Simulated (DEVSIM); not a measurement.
Device: abrupt Si p-n junction, at 300 K.

```csv
layer (left to right),material,thickness (μm),Nd (cm⁻³),Na (cm⁻³),τn (s),τp (s)
1,Si,66.0,-,2.7e16,0.00011,0.00011
2,Si,5.50,2.6e15,-,0.00011,0.00011
```

Left contact: ohmic. Right contact: ohmic. Voltage is applied to the left contact. Recombination: SRH at mid-gap, Auger. Gap narrowing is on: ΔEg = 6.92 meV × (l + √(l² + 0.5)), l = ln(N/1.3e17 cm⁻³), shared equally by both band edges. Mobility is μmin + (μ − μmin)/(1 + (N/Nref)^α).

Constants are typed, rounded textbook-type inputs, not results; the design itself was drawn at random and stands for no fabricated device. Values at 300 K.

| parameter | Si |
|---|---|
| gap (eV) | 1.124 |
| affinity (eV) | 4.05 |
| permittivity | 11.7 |
| Nc (cm⁻³) | 2.86e19 |
| Nv (cm⁻³) | 3.1e19 |
| μn (cm²/Vs) | 1417 |
| μp (cm²/Vs) | 470 |
| μn,min | 52 |
| μp,min | 45 |
| Nref,n | 9.7e16 |
| Nref,p | 2.2e17 |
| αn | 0.68 |
| αp | 0.72 |
| Cn (cm⁶/s) | 2.8e-31 |
| Cp (cm⁶/s) | 9.9e-32 |

DEVSIM, 1D drift-diffusion, Boltzmann statistics, complete ionisation; no tunnelling, impact ionisation, image-force lowering or self-heating.

Base results: potential step across the device at zero bias (V) 0.701; dark forward voltage at 1 A/cm² (V) 0.589; largest field in the device at zero bias (V/cm) 22000; dark forward voltage at 100 A/cm² (V) 0.969.

Question: What follows from this one change: doping Nd of layer 2 2.6e+15 → 2.6e+14 cm^-3?

Answer: potential step across the device at zero bias 0.701 → 0.641 V; dark forward voltage at 1 A/cm² 0.589 → 0.537 V; largest field in the device at zero bias 22000 → 10000 V/cm; dark forward voltage at 100 A/cm² 0.969 → 0.999 V.

Question: What follows from this one change: thickness of layer 1 66 → 40 μm?

Answer: potential step across the device at zero bias little changed (0.701 V); dark forward voltage at 1 A/cm² little changed (0.587 V); largest field in the device at zero bias little changed (22000 V/cm); dark forward voltage at 100 A/cm² 0.969 → 0.878 V.

Question: What follows from this one change: constant mobility in place of the doping-dependent one?

Answer: potential step across the device at zero bias little changed (0.701 V); dark forward voltage at 1 A/cm² little changed (0.587 V); largest field in the device at zero bias little changed (22000 V/cm); dark forward voltage at 100 A/cm² 0.969 → 0.926 V.
